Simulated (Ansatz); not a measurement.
We consider CsCl-type KCl (model structure) (like a known high-pressure phase), described by PBE0 (Ansatz, a quantum-chemistry and plane-wave program, PAW).

Run with plane-wave cutoff 500 eV, 6×6×6 k mesh, gaussian smearing 0.02 eV, scalar-relativistic PAW data made under PBE.

Cell (relaxed with r²SCAN):

```
KCl
1.0
    3.77013     0.00000     0.00000
    0.00000     3.77013     0.00000
    0.00000     0.00000     3.77013
K Cl
1 1
Direct
  0.00000   0.00000   0.00000
  0.50000   0.50000   0.50000
```

Task: What does this level give for the band gap?

Result: 
* **band gap**: 7.09 eV (on the SCF k mesh)

Note: cell and atoms aren't relaxed at this level (pressure 0.6 GPa).

Static lattice: no zero-point or thermal effects.

Cost on a shared machine: very roughly 28 core-seconds.

A model structure was made by putting elements into a prototype or built by hand; it is no filed structure, need not be a known phase, and can be a saddle point held by its symmetry.
